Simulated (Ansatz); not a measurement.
An Ansatz (a program for electronic structure) run: Cs with a change (isotropic strain +0.50 %); Ansatz PBE, no spin-orbit coupling.

Input:

Ansatz 0.2 input:
```yaml
crystal:
  lattice:
    - [-3.0960196482, 3.0960196482, 3.0960196482]
    - [3.0960196482, -3.0960196482, 3.0960196482]
    - [3.0960196482, 3.0960196482, -3.0960196482]
  atoms:
    - { symbol: Cs, position: [0, 0, 0] }
basis: { ecutwfc: 420, ecutrho_ratio: 4, xc_grid: 2, fft_grid_basis: typed }
kpoints: { mp_grid: { grid: [15, 15, 15] } }
hamiltonian:
  xc: pbe
  dispersion: none
  pseudopotentials: { kind: paw }
scf: { occupations: { method: fermi_dirac, width: 0.1 }, convergence: { dr2_threshold: 0.0000000001 } }
relax: { f_tol: 0.005, max_steps: 50 }
output: { forces: true, stress: true }
checkpoint: { write: state.ck, write_every: 1000 }
```

Output:

```
Relaxation: its limit of steps is 50 (relax.max_steps)
WARN ansatz: RAYON_NUM_THREADS=1 ignored (pool sized by the plan → 1); use --threads N
Pseudopotentials: kind: paw
Pseudopotential: Cs, paw, valence charge 9
Functional definition: PBE
Crystal: 1 atoms, lattice volume = 118.706 Å³
Basis set: ecut = 420 eV, 2315 PW (Γ), exchange–correlation on 72×72×72 points (8 copies of the dense FFT grid, shifted against one another)
Bands: 9, of which v1, the nominal top of the filled ones, is band 5 counted from 1 (4 counted from 0)
Symmetry: 48 space group operations
Space group: Im-3m (ITA 229), of the structure as read, at distance tolerance 4.9e-5 Å
k-points: 120 of 3375
Initial density: superposition of atomic densities (neutral atoms: chi_scale 0, normalization atom), corrected by the library's trained network
Initial wavefunctions: pseudopotential atomic-orbital guess
Eigensolver: davidson
Functional: x = pbe(κ = 0.804, μ = 0.2195149727645171), c = pbe(β = 0.06672455060314922)
SCF iter   1: F=—  HF=-5670.784272 eV  |F-HF|=—  |Δ(HF+E_count)|=         —  Δρ=2.72e-4  dr2=6.27e-5  ethr=1.77e-3  ⟨swp⟩=6.1  Hψ=8946  notcnv=0
all-band conjugate gradients solve this SCF's bands
preconditioner: auto → Kerker (q_TF=auto, 1.775 Å⁻¹)
SCF iter   2: F=—  HF=-5670.784573 eV  |F-HF|=—  |Δ(HF+E_count)|=   3.01e-4  Δρ=1.65e-4  dr2=4.42e-5  ethr=6.96e-7  ⟨swp⟩=2.9  Hψ=2859  notcnv=0
SCF iter   3: F=—  HF=-5670.784606 eV  |F-HF|=—  |Δ(HF+E_count)|=   3.36e-5  Δρ=4.35e-5  dr2=4.73e-6  ethr=4.91e-7  ⟨swp⟩=2.6  Hψ=1739  notcnv=0
SCF iter   4: F=—  HF=-5670.784606 eV  |F-HF|=—  |Δ(HF+E_count)|=   9.04e-8  Δρ=1.44e-5  dr2=8.62e-7  ethr=5.25e-8  ⟨swp⟩=1.0  Hψ=1080  notcnv=0
SCF iter   5: F=—  HF=-5670.784607 eV  |F-HF|=—  |Δ(HF+E_count)|=   2.85e-7  Δρ=6.94e-6  dr2=9.98e-8  ethr=9.58e-9  ⟨swp⟩=2.5  Hψ=1519  notcnv=0
SCF iter   6: F=—  HF=-5670.784607 eV  |F-HF|=—  |Δ(HF+E_count)|=   6.08e-8  Δρ=1.30e-6  dr2=7.02e-10  ethr=1.11e-9  ⟨swp⟩=2.0  Hψ=1622  notcnv=0
SCF iter   7: F=-5670.784607 eV  HF=-5670.784607 eV  |F-HF|=1.82e-11  |Δ(HF+E_count)|=   1.42e-9  Δρ=8.70e-8  dr2=8.76e-12  ethr=1.11e-12  ⟨swp⟩=4.6  Hψ=3355  notcnv=0
SCF 1 converged in 7 iterations: F = -5670.784607 eV  dr2 = 8.76e-12
relax step   1: F+E_penalty+E_count = -5670.78460675 eV  Δ(F+E_penalty+E_count) = +0.000e0 eV  max|allowed force component| = 0.000e0 eV/Å  Δτ_max = 0.0000 Å  (7 SCF iters, accepted)
SCF converged after 7 iterations
Free energy (F): -5670.784607 eV
Harris-Foulkes:  -5670.784607 eV  (|F-HF|=1.82e-11)
Internal energy: -5670.743771 eV  (E = F + TS)
E sigma→0 (E₀):  -5670.764189 eV
Entropy (-TS):   -0.040836 eV (-40.836 meV/atom)
Fermi energy:    2.089585 eV
--- Per-component energies (eV) ---
  E_band       = -93.464560
  E_kinetic    = 140.694247
  E_local      = -399.542619  (includes V_loc(G=0)·N_el)
  E_nonlocal   = 30.206344
  E_hartree    = 140.233966
  E_xc         = -172.827631
  E_vxc        = -124.476163  (∫ρ·V_xc dr)
  E_paw        = -5066.753680  (= ΣΔE_a)
  E_vpaw       = -20.814305  (= ΣTr[D̂ρ^β])
  E_aug_tail   = -0.000001  (compensation charges beyond the density's cutoff)
  E_ewald      = -342.754397
  E_smearing   = -0.040836  (= −TS)
  E_closure    = 0.000000  (closes the sum)
  Σ components = -5670.784607   (vs F -5670.784607, Δ=0.00e0)
  [band-id]    e_kinetic+e_local+e_nonlocal+2·e_hartree+e_vxc+e_vpaw+e_augmentation_tail = -93.464565   (vs E_band -93.464560, Δ=-4.63e-6)
--- Forces (eV/Å), atoms counted from 1 ---
  atom   1  Cs     0.00000000    -0.00000000     0.00000000
  max |Σ_I F_I| component: 5.42e-31 eV/Å
--- Stress (GPa, compression-positive) ---
       -0.029980      -0.000000      -0.000000
        0.000000      -0.029980       0.000000
       -0.000000       0.000000      -0.029980
  P = ⅓ Tr σ = -0.0300 GPa (-0.300 kbar)
  The stress holds the Pulay correction. Without it, at fixed plane waves, as pw.x and ABINIT print it: P = -0.0301 GPa
  The stress includes an estimate of the error left by incomplete SCF convergence (largest component 0.0000 GPa).
--- Band table ---
  band table: none
--- Relaxed structure (1 steps of the walk, 1 accepted, 0 SCFs on fresh bases) ---
  F+E_penalty+E_count = -5670.78460675 eV   max|allowed force component| = 0.000e0 eV/Å
  atoms:
    - { symbol: Cs, position: [0.0, 0.0, 0.0] }
```

Whether these cells are dynamically stable was not tested. The cell was made from Cs in the bcc (W type) structure (space group Im-3m, No. 229) by this change: isotropic strain +0.50 %.
